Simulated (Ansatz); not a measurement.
The starting structures come from a database of crystals and need not be the phases stable at ambient conditions.

 Where the default PAW files enter, the runs use the earlier of Ansatz's two default sets.

**Evanescent states of MgCdTe2 (R3m, not sure to be the ambient phase, 4 atoms a cell, 34.6 Å³ an atom) along the normal of (110)**

The numbers are results of PBEsol (plane waves, PAW; Ansatz, an electronic-structure program), not measurements.

No gap correction and no spin-orbit coupling; mid-gap values are interpolated between computed energies.

Energies count from the valence-band top; κ is the least over a 4×4 mesh across the current.

| E (eV) | κ (1/Å) | where |
|---|---|---|
| 0.04 | 0.031 | Γ |
| 0.12 | 0.051 | Γ |
| 0.20 | 0.063 | Γ |
| 0.28 | 0.072 | Γ |
| 0.36 | 0.078 | Γ |
| 0.44 | 0.082 | Γ |
| 0.52 | 0.084 | Γ |
| 0.60 | 0.085 | Γ |
| 0.68 | 0.084 | Γ |
| 0.76 | 0.082 | Γ |
| 0.84 | 0.079 | Γ |
| 0.92 | 0.073 | Γ |
| 1.00 | 0.064 | Γ |
| 1.08 | 0.052 | Γ |
| 1.16 | 0.032 | Γ |

Q: How thick must the barrier be to attenuate the transmission by 10^4 when the electrodes' Fermi level lies at 0.92 eV, and what attenuation does that film give at 0.60 eV?

A: d = 4 ln 10 / (2 × 0.073) = 63.1 Å. At 0.60 eV it gives 4 × 0.085/0.073 = 4.7 decades.
